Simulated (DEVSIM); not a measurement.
Structure: Si p-i-n diode, at 300 K.

```csv
layer (left to right),material,thickness (μm),Nd (cm⁻³),Na (cm⁻³),τn (s),τp (s)
1,Si,0.110,-,2.3e17,1.5e-6,1.5e-6
2,Si,6.00,1.9e12,-,1.5e-6,1.5e-6
3,Si,3.10,9.2e18,-,1.5e-6,4.5e-8
```

Left contact: ohmic. Right contact: ohmic. Voltage is applied to the left contact. Recombination: SRH at mid-gap. Mobility is μmin + (μ − μmin)/(1 + (N/Nref)^α).

This is a model device: material constants are rounded textbook-type values typed into the input, and sizes, dopings and lifetimes were drawn at random. Values at 300 K.

```
parameter           Si
-------------  -------
gap (eV)         1.124
affinity (eV)     4.05
permittivity      11.7
Nc (cm⁻³)      2.86e19
Nv (cm⁻³)       3.1e19
μn (cm²/Vs)       1417
μp (cm²/Vs)        470
μn,min              52
μp,min              45
Nref,n          9.7e16
Nref,p          2.2e17
αn                0.68
αp                0.72
```

DEVSIM, 1D drift-diffusion, Boltzmann statistics, complete ionisation; no tunnelling, impact ionisation, image-force lowering or self-heating.

### Question
Give the dark forward current.

### Answer

```json
[
 {"V (V)": "0.05", "J (A/cm²)": "1.1e-7"},
 {"V (V)": "0.10", "J (A/cm²)": "4.2e-7"},
 {"V (V)": "0.20", "J (A/cm²)": "4.8e-6"},
 {"V (V)": "0.25", "J (A/cm²)": "1.7e-5"},
 {"V (V)": "0.30", "J (A/cm²)": "6.6e-5"},
 {"V (V)": "0.40", "J (A/cm²)": "0.0012"},
 {"V (V)": "0.45", "J (A/cm²)": "0.0056"},
 {"V (V)": "0.50", "J (A/cm²)": "0.031"},
 {"V (V)": "0.55", "J (A/cm²)": "0.19"},
 {"V (V)": "0.65", "J (A/cm²)": "7.1"},
 {"V (V)": "0.70", "J (A/cm²)": "37"},
 {"V (V)": "0.75", "J (A/cm²)": "160"},
 {"V (V)": "0.85", "J (A/cm²)": "1800"},
 {"V (V)": "0.90", "J (A/cm²)": "4900"}
]
```
